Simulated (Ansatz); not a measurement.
The starting structures come from a database of crystals and need not be the phases stable at ambient conditions.

 Where the default PAW files enter, the runs use the earlier of Ansatz's two default sets.

The decay constant κ of evanescent states in the gap governs leakage through a thin film.

Data:

```
O2Si
1.0
    5.00506     0.00000     0.00000
    0.00000     8.17971     0.00000
    2.34276     0.00000     4.33867
Si O
4 8
Direct
  0.65051   0.93778   0.58146
  0.34949   0.43778   0.41854
  0.69378   0.56366   0.74575
  0.30622   0.06366   0.25425
  0.40978   0.94627   0.45118
  0.59022   0.44627   0.54882
  0.69056   0.75069   0.65078
  0.30944   0.25069   0.34922
  0.46590   0.54542   0.10911
  0.53410   0.04542   0.89089
  0.03056   0.51129   0.67750
  0.96944   0.01129   0.32250
```

Space group of this cell: P2_1. The cell is taken as given.

Transport runs along the normal of the first two printed cell vectors.

No gap correction and no spin-orbit coupling; mid-gap values are interpolated between computed energies.

**Question.** Give the band gap and the smallest decay constant κ at mid-gap that r2SCAN run with Ansatz (an electronic-structure program) yields.

**Answer.** Gap 6.35 eV on a 8×4×8 mesh; κ = 0.525 1/Å, at the zone centre.
